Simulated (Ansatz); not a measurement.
Reference: ZnSe (F-43m), r2SCAN, rigid bands (plane waves, PAW, scalar-relativistic; Ansatz, a program for electronic structure); geometry: cell and atoms relaxed with PBEsol.

```cif
data_SeZn
_chemical_formula_sum 'Zn1 Se1'
_space_group_name_H-M_alt 'P 1'
_space_group_IT_number 1
_cell_length_a 3.98331
_cell_length_b 3.98331
_cell_length_c 3.98331
_cell_angle_alpha 60.000
_cell_angle_beta 60.000
_cell_angle_gamma 60.000
loop_
_space_group_symop_operation_xyz
  'x, y, z'
loop_
_atom_site_label
_atom_site_type_symbol
_atom_site_fract_x
_atom_site_fract_y
_atom_site_fract_z
_atom_site_occupancy
Zn1 Zn 0.00000 0.00000 0.00000 1
Se1 Se 0.75000 0.75000 0.75000 1
```

The band gap is 1.94 eV and the electron conductivity mass is 0.136 mₑ. The Seebeck coefficient, n-type 1e19 cm⁻³ is -83 μV/K.

Q: Replace Zn by Cd on the same sites and relax. What happens?

A: CdSe (F-43m): volume per atom 22.3 to 28.1 Å³; band gap falls (1.94 eV to 1.10 eV); electron conductivity mass falls (0.136 mₑ to 0.107 mₑ); Seebeck coefficient, n-type 1e19 cm⁻³ falls in size (-83 μV/K to -68 μV/K).

Q: Swap Se for S, keeping the structure type. How do these values move?

A: ZnS (F-43m): volume per atom 22.3 to 19.2 Å³; band gap rises (1.94 eV to 2.79 eV); electron conductivity mass rises (0.136 mₑ to 0.21 mₑ); Seebeck coefficient, n-type 1e19 cm⁻³ rises in size (-83 μV/K to -117 μV/K).

Moves up to 5 % count as about the same. Masses are for dilute carriers at 300 K, harmonic means over directions unless an axis is named. Seebeck coefficients are for the stated density at 300 K, with one relaxation time for all states and whether or not that doping can be reached. Spin-orbit coupling is left out.
